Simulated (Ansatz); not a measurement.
Base system: CsSnBr3 in the cubic perovskite structure (space group Pm-3m, No. 221; a = 5.764 Å). Axes: x, y, z lie along the cube axes.

All numbers come from Ansatz (a first-principles code), PBEsol, PAW, cutoff 420 eV, without spin-orbit coupling.

Perturbation: biaxial strain +1.87 %, plane normal [110], relaxed out of plane (Cartesian); in-plane vectors clamped, the third vector and the atoms free.

Problem. What happens to the ratio −ε⊥/ε∥?

Solution. The ratio −ε⊥/ε∥ comes out as 0.91.

Whether these cells are dynamically stable was not tested. Many cubic perovskites are stable only at high temperature; tilts and polar distortions were not tested.
